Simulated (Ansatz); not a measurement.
**Fluorite PbF2 (high-temperature phase)**

All values below come from r²SCANh in Ansatz (plane waves, PAW).

Run with plane-wave cutoff 600 eV, 6×6×6 k mesh, scalar-relativistic PAW data made under PBE.

Cell (relaxed at this level):

```xyz
3
Lattice="0.0000 2.9563 2.9563 2.9563 0.0000 2.9563 2.9563 2.9563 0.0000" Properties=species:S:1:pos:R:3 pbc="T T T"
Pb     0.0000     0.0000     0.0000
F      1.4782     1.4782     1.4782
F      4.4345     4.4345     4.4345
```

| Property | Result |
|---|---|
| elastic constant C11 | 115 GPa |
| elastic constant C12 | 59.6 GPa |
| elastic constant C44 | 23.9 GPa |
| Voigt–Reuss–Hill bulk modulus | 77.9 GPa |
| Voigt–Reuss–Hill shear modulus (Hill average) | 25.3 GPa |
| Young modulus | 68.4 GPa |
| Poisson ratio | 0.354 |

Measured, for comparison: elastic constant C11 96.1 ± 0.09 GPa, elastic constant C44 20.8 ± 0.01 GPa (room temperature, no zero-point or thermal correction; as tabulated in Jamieson, Manghnani, Matsui, Ming, J. Geophys. Res. 91, 4643 (1986)). Computed (rounded) less measured: elastic constant C11 +20 %, elastic constant C44 +15 %.

Elastic constants are with the ions relaxed.

Spin–orbit coupling is not included; it can shift volumes and moduli of such heavy elements.

Static lattice: no zero-point or thermal effects.

Ansatz is a first-principles code.
